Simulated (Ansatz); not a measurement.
Consider Ba in the bcc (W type) structure (space group Im-3m, No. 229).

```
CELL_PARAMETERS angstrom
     -2.51060     2.51060     2.51060
      2.51060    -2.51060     2.51060
      2.51060     2.51060    -2.51060
ATOMIC_POSITIONS crystal
  Ba 0.00000 0.00000 0.00000
```

All numbers come from PBE (Ansatz, an electronic-structure program, PAW, scalar-relativistic without spin-orbit coupling).

One change was made to it. Results:

```csv
quantity,base,after
shortest interatomic distance,4.348 Å,3.601 Å
density,3.60 g/cm³,6.34 g/cm³
```

### Question
Which of these changes matches the shifts?
A. pressure 0.3 GPa
B. pressure 10 GPa
C. pressure 3 GPa
D. pressure 1.5 GPa

### Answer
B, pressure 10 GPa. For comparison, the shortest interatomic distance in the other runs: pressure 0.3 GPa gives 4.301 Å; pressure 1.5 GPa gives 4.150 Å; pressure 3 GPa gives 4.005 Å.

Load acts through the strain it causes; cell and atoms are relaxed under it. No phonon test of stability was made. The base started in Cmcm and relaxed to Im-3m at this level. Measured, Ba leaves this structure (for hcp) near 5.5 GPa (temperature not stated; as listed in Olga Degtyareva, NATO science for peace and security series. B, Physics and biophysics (2010)).
